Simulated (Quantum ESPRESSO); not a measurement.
Quantum ESPRESSO 7.5, DFT, PBE, plane waves, PseudoDojo 0.5 standard norm-conserving PBE (local tails restored to the Coulomb form): cubic BN, 2 atoms. Basis and mesh were picked for this test and aren't claimed converged.

* **cell**: 2.56, 2.56, 2.56 Å; 60, 60, 60°
* **task**: phonons by DFPT
* **k mesh**: 10×10×10
* **ecutwfc**: 84 Ry
* **ecutrho**: 336 Ry
* **occupations**: fixed
* **conv_thr**: 1e-12 Ry
* **tprnfor**: true
* **tstress**: false
* **tr2_ph**: 1e-14
* **q**: [0.25, 0, 0] 2π/alat, Cartesian
* **k-points computed**: 610
* **bands**: 4
* **electrons**: 8
* **G-vectors of the density**: 8363
* **FFT grid**: 30×30×30
* **symmetry operations**: 24

Hardware: Intel Xeon 6 (Granite Rapids), 96 cores on 1 socket, 2 hardware threads a core, 3 L3 cache groups, 3 NUMA nodes.

Wall times, medians of two to five repeats, each run alone on the node (launch to exit). Unless noted, each process is bound to its own block of adjacent cores. Build: conda-forge: Open MPI 5.0, OpenMP, OpenBLAS 0.3.34 (pthreads), FFTW, ScaLAPACK, ELPA. Other compilers and libraries give other times. Scratch files lie in a memory file system. A preparatory run goes ahead and isn't timed.

Measured:

```tsv
cores	layout	wall time
4	4 ranks, -nk 4	39 s
16	16 ranks, -nk 16	11 s
24	24 ranks, -nk 24	8.3 s
32	32 ranks, -nk 16	7.9 s
48	48 ranks, -nk 24	5.7 s
64	64 ranks, -nk 16	5.8 s
```

Q: Fit T(p) = s + w/p to these times and predict the runs with 8 ranks, -nk 8 and with 96 ranks, -nk 24. How well does the fit hold?

A: A fit of relative deviations gives s = 3.3 s and w = 130 core-seconds; it misses the rows shown by at most 9 %.

```json
[
 {"cores": "8", "layout": "8 ranks, -nk 8", "fit": "20 s", "measured": "20 s", "measured against fit": "+0 %"},
 {"cores": "96", "layout": "96 ranks, -nk 24", "fit": "4.6 s", "measured": "4.9 s", "measured against fit": "+6 %"}
]
```

Efficiency, counted from 4 cores, stays above one half up to 48 cores and is 42 % at 64. The shortest time, 4.9 s, comes at 96 cores. The share that grows most is that of start and exit outside the program's clock: from 1.4 % of the time on 4 cores to 16 % on 96. The largest part on 96 cores, solving the linear systems (cgsolve), takes 27 s on 4 and 2.6 s there.
